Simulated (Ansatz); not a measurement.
The parent structure is InP in the zinc blende structure (space group F-43m, No. 216; a = 5.9070 Å).

Computed with r2SCAN in Ansatz (plane waves to 500 eV, PAW, spin-orbit coupling left out).

Strains are applied to the cell and any free atomic positions relax.

One change was made to it. Results:

```json
[
 {"quantity": "energy relative to the base (free energy F)", "base": "0 meV/atom", "after": "+1.2 meV/atom"},
 {"quantity": "hole mass (degenerate bands, along [100])", "base": "0.073, 0.44, 0.44 mₑ (at Γ)", "after": "0.068, 0.45, 0.45 mₑ (at Γ)"},
 {"quantity": "band gap", "base": "1.03 eV", "after": "0.94 eV"},
 {"quantity": "pressure", "base": "0.0 kbar", "after": "-9.9 kbar"},
 {"quantity": "width of the top valence band", "base": "2.90 eV", "after": "2.83 eV"}
]
```

**Question.** What was done to the base?
(A) isotropic strain +0.50 %
(B) isotropic strain +1.00 %
(C) isotropic strain +3.00 %
(D) isotropic strain +2.50 %

**Answer.** A, isotropic strain +0.50 %. For comparison, the band gap in the other runs: isotropic strain +3.00 % gives 0.51 eV; isotropic strain +2.50 % gives 0.60 eV; isotropic strain +1.00 % gives 0.85 eV.

Effective masses come from finite differences of ±0.01 Å⁻¹. No phonon test of stability was made.

Ansatz is a first-principles code.
